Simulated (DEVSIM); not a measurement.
# Si p+/n-/n+ power diode

System: Si p+/n-/n+ power diode, at 300 K.

```csv
layer (left to right),material,thickness (μm),Nd (cm⁻³),Na (cm⁻³),τn (s),τp (s)
1,Si,3.40,-,1.2e18,9.5e-8,9.5e-7
2,Si,71.0,7.9e14,-,9.5e-7,9.5e-7
3,Si,2.40,1.1e18,-,9.5e-7,9.5e-7
```

Left contact: ohmic. Right contact: ohmic. Voltage is applied to the left contact. Recombination: SRH at mid-gap, radiative. Mobility is constant in doping.

This is a model device: material constants are rounded textbook-type values typed into the input, and sizes, dopings and lifetimes were drawn at random. Values at 300 K.

```
parameter           Si
-------------  -------
gap (eV)         1.124
affinity (eV)     4.05
permittivity      11.7
Nc (cm⁻³)      2.86e19
Nv (cm⁻³)       3.1e19
μn (cm²/Vs)       1417
μp (cm²/Vs)        470
B (cm³/s)      4.7e-15
```

Simulated with DEVSIM: 1D drift-diffusion, Boltzmann statistics, complete ionisation; no tunnelling, impact ionisation, image-force lowering or self-heating.

The potential step across the device at zero bias is 0.956 V. The dark forward voltage at 1 A/cm² is 0.640 V and the dark forward voltage at 100 A/cm² comes out as 0.850 V.

Dark reverse current:

| V (V) | J (A/cm²) |
|---|---|
| -4.00 | -1.8e-7 |
| -10.00 | -3.2e-7 |
| -20.00 | -4.6e-7 |
| -30.00 | -5.9e-7 |
| -40.00 | -6.8e-7 |
| -60.00 | -8.5e-7 |
| -80.00 | -9.8e-7 |
| -100.00 | -1.1e-6 |
| -130.00 | -1.3e-6 |
| -160.00 | -1.4e-6 |
| -200.00 | -1.6e-6 |

Dark forward current:

| V (V) | J (A/cm²) |
|---|---|
| 0.05 | 1.8e-8 |
| 0.10 | 6.8e-8 |
| 0.15 | 2.2e-7 |
| 0.20 | 7.6e-7 |
| 0.25 | 3.0e-6 |
| 0.30 | 1.4e-5 |
| 0.35 | 7.8e-5 |
| 0.40 | 0.00048 |
| 0.45 | 0.0031 |
| 0.50 | 0.020 |
| 0.55 | 0.11 |
| 0.60 | 0.41 |
| 0.65 | 1.2 |
| 0.70 | 3.6 |
| 0.75 | 11 |
| 0.80 | 35 |
| 0.85 | 100 |
| 0.90 | 250 |
| 0.95 | 520 |
| 1.00 | 950 |
| 1.05 | 1600 |
| 1.10 | 2400 |
